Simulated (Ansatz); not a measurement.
The parent structure is Cu in the fcc (Cu type) structure (space group Fm-3m, No. 225; relaxed with 0.1 eV smearing).

```xyz
1
Lattice="0.0000 1.8149 1.8149 1.8149 0.0000 1.8149 1.8149 1.8149 0.0000" Properties=species:S:1:pos:R:3 pbc="T T T"
Cu     0.0000     0.0000     0.0000
```

Cartesian axes are those of the cell as printed.

The values are results of PBE/PAW in Ansatz (a first-principles code), no spin-orbit coupling, not measurements.

Now apply this change: the cell is scaled by 0.9700 in all directions, atoms relaxed at fixed cell.

Problem. Predict the stress tensor and what it implies for the stiffness.

Solution. Stress of the strained cell less that of the base (GPa, compression positive):
```
   16.2     0.0     0.0
    0.0    16.2     0.0
    0.0     0.0    16.2
```

Then B = −ΔP/(ΔV/V₀) with ΔV/V₀ = -0.0873 gives secant stiffness values (nonlinear terms included at this strain): B ≈ 185 GPa.

As a check, the harmonic strain energy −½ V₀ Δσ:ε is 54 meV/atom; the computed energy rise is 48 meV/atom.

No phonon test of stability was made. All final runs are without spin polarisation.
